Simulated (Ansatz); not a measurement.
Take CdTe in the zinc blende structure (space group F-43m, No. 216; a = 6.489 Å) as the base. Axes: x, y, z lie along the cube axes.

Computed with PBEsol/PAW in Ansatz (a program for electronic structure), no SOC.

Before the change:

The valley order is Γ 0.65 eV; L along ⟨111⟩ 1.74 eV.

Modification: compressive biaxial strain of 2.50 % in the plane normal to [111], as in epitaxy on a mismatched substrate; the out-of-plane cell vector and the atoms relax.

Task: Predict the new valley order.

Result: The valley order (the lowest conduction-band minima on the path, energy above the VBM, named in the base's zone) becomes Γ 0.62 eV; L along [1-11] 1.55 eV; L along [111] 2.01 eV (base: Γ 0.65 eV; L along ⟨111⟩ 1.74 eV).

With Te present, leaving out spin-orbit coupling can change the band edges. The levels and masses belong to the bands next to the band gap. Whether these cells are dynamically stable was not tested.
